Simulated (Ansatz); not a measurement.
## How far PBE-D3(BJ) and r2SCAN+rVV10 part for C

Start from C in the graphite type structure (space group P6_3/mmc, No. 194; a = 2.465 Å, c = 6.729 Å; layered, stacked along the Cartesian z axis).

(Cell as relaxed with PBE-D3(BJ).)

Levels (all Ansatz, an electronic-structure program, PAW, earlier PAW set): PBE-D3(BJ) (420 eV, spin-orbit coupling left out); r2SCAN+rVV10 (500 eV, no SOC).

Each level relaxes its own structure.

| quantity | PBE-D3(BJ) | r2SCAN+rVV10 |
|---|---|---|
| volume per atom | 8.85 Å³ | 8.71 Å³ |
| lattice parameter a | 2.465 Å | 2.455 Å |
| lattice parameter c | 6.729 Å | 6.670 Å |
| band gap | zero | zero |

PBE-D3(BJ)'s volume per atom lies 0.146 Å³ above r2SCAN+rVV10's (1.7 %); PBE-D3(BJ)'s lattice parameter a lies 0.010 Å above r2SCAN+rVV10's (0.4 %); PBE-D3(BJ)'s lattice parameter c lies 0.0584 Å above r2SCAN+rVV10's (0.9 %); the two agree on the band gap. Neither level is exact; r2SCAN+rVV10 is the comparison here, not a measurement.

Whether these cells are dynamically stable was not tested.
